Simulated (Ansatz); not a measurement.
Input:

End structure of the (213) surface of beta tin in its 1x1 cell, outermost plane spacing 0.25 Å in the ideal cut:

```
CELL_PARAMETERS angstrom
      4.49607     0.00000     0.00000
     -0.57872    12.67996     0.00000
      0.00000     0.00000    26.50000
ATOMIC_POSITIONS crystal
  Sn 0.01622 0.33698 0.30643
  Sn 0.49364 0.18716 0.32422
  Sn 0.72185 0.70385 0.34323
  Sn 0.20809 0.53944 0.36260
  Sn 0.73228 0.01988 0.39352
  Sn 0.21497 0.85635 0.38251
  Sn 0.65816 0.38125 0.40593
  Sn 0.13198 0.21343 0.42391
  Sn 0.55840 0.71443 0.45654
  Sn 0.03008 0.55345 0.47599
  Sn 0.47863 0.05998 0.50184
  Sn 0.98501 0.88851 0.49816
  Sn 0.43356 0.39504 0.52401
  Sn 0.90524 0.23405 0.54346
  Sn 0.33166 0.73506 0.57609
  Sn 0.80548 0.56724 0.59407
  Sn 0.24867 0.09214 0.61749
  Sn 0.73136 0.92861 0.60648
  Sn 0.25555 0.40904 0.63740
  Sn 0.74179 0.24463 0.65677
  Sn 0.97000 0.76133 0.67578
  Sn 0.44741 0.61150 0.69357
```

Slab: 22 atoms, 10.2 Å thick at the start (thin: gaps and levels are the slab's own); k 9x3x1, smearing 0.1 eV, dipole-corrected; all atoms relaxed; symmetry of the start imposed; no spin, no spin-orbit, no U.

Task: Estimate the work function of the top face that PBE run with Ansatz (a first-principles code) returns for this input.

Result: 4.11 eV
